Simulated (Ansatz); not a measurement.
System: AlBN₂ (model structure, started from the ScAlN2 type, P3m1, No. 156, 4 atoms in the cell). Method: G0W0@PBEsol in Ansatz (hard PAW, contour deformation).

The same calculation (at the PBEsol cell, 8.199 Å³/atom) with different numerical settings; throughout: k mesh 3×3×2:

| run | response cutoff (eV) | empty bands | quasiparticle gap on the mesh (eV) | quasiparticle gap at Γ (eV) | rough time |
|---|---|---|---|---|---|
| 1 | 100 | 137 | 5.234 | 6.528 | 6 core-s |
| 2 | 150 | 251 | 5.457 | 6.652 | 10 core-s |
| 3 | 200 | 387 | 5.578 | 6.699 | 30 core-s |
| 4 | 250 | 541 | 5.651 | 6.723 | 80 core-s |
| 5 | 300 | 711 | 5.696 | 6.736 | 2 core-min |
| 6 | 400 | 1094 | 5.750 | 6.753 | 4 core-min |
| 7 | 500 | 1530 | 5.776 | 6.761 | 10 core-min |

In the column quasiparticle gap on the mesh (eV) the first row differs from the last by -0.542 and the next to last by -0.026.

The last row is no converged limit: other settings stay fixed.

A model structure was made by putting elements into a prototype or built by hand; it is no filed structure, need not be a known phase, and can be a saddle point held by its symmetry.

Ansatz is a first-principles code.
